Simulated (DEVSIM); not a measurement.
System: Schottky contact on n-type CdTe, at 300 K.

Layer 1 from the left is CdTe, thickness (μm) 5.40, Nd (cm⁻³) 7.3e14, τn (s) 6.9e-10, τp (s) 6.9e-10.

Left contact: Schottky, work function 4.9 eV, emission velocity 6.8e6 cm/s. Right contact: ohmic. Voltage is applied to the left contact. Recombination: SRH at mid-gap, radiative. Mobility is constant in doping.

This is a model device: material constants are rounded textbook-type values typed into the input, and sizes, dopings and lifetimes were drawn at random. Values at 300 K.

CdTe: gap (eV) 1.5, affinity (eV) 4.28, permittivity 10.2, Nc (cm⁻³) 8e17, Nv (cm⁻³) 1.8e19, μn (cm²/Vs) 1000, μp (cm²/Vs) 80, B (cm³/s) 1e-10.

Simulated with DEVSIM: 1D drift-diffusion, Boltzmann statistics, complete ionisation; no tunnelling, impact ionisation, image-force lowering or self-heating. Metal contacts follow the ideal Schottky-Mott rule: no Fermi-level pinning, no interface dipoles.

Dark forward current:

```
|V| (V)  |J| (A/cm²)
-------  -----------
0.05       0.0001146
0.10       0.0008756
0.15        0.005896
0.20         0.03835
0.25          0.2364
0.30           1.229
0.35           4.340
0.40           9.984
0.45           17.36
0.50           25.76
0.55           34.77
0.60           44.18
0.65           53.87
0.70           63.77
0.75           73.81
0.80           83.97
0.85           94.23
0.90           104.6
0.95           115.0
1.00           125.4
1.05           135.9
1.10           146.4
1.15           157.0
1.20           167.6
1.25           178.2
1.30           188.8
```

### Question
Work out the local ideality factor n = ΔV / (kT/q · ln(J2/J1)) between the rows 0.15 and 0.20 V, 1.25 and 1.30 V.

### Answer
kT/q = 25.85 mV. From 0.15 to 0.20 V: ln(0.03835/0.005896) = 1.872, n = 1.03, near the 1 of diffusion or emission over a barrier. From 1.25 to 1.30 V: ln(188.8/178.2) = 0.058, n = 33.47; the layers' resistance at their doping, Σ W/(qμN) = 0.0046 Ω cm², would take 49 mV of this step of 50 mV.

### Question
Estimate the current at 0.15 V for emission alone, J0 = q v N_band exp(−φB/kT), and read the barrier back from the simulated current.

### Answer
φB = 0.620 eV, N_band = 8.00e17 cm⁻³, J0 = 3.34e-5 A/cm²; J = J0 (exp(qV/kT) − 1) = 0.0110 A/cm². The simulation gives 0.00590 A/cm²; the estimate lies 87 % above. Read backwards, the simulated current gives an apparent barrier of 0.636 eV. The estimate leaves out transport through the depletion region and minority injection.
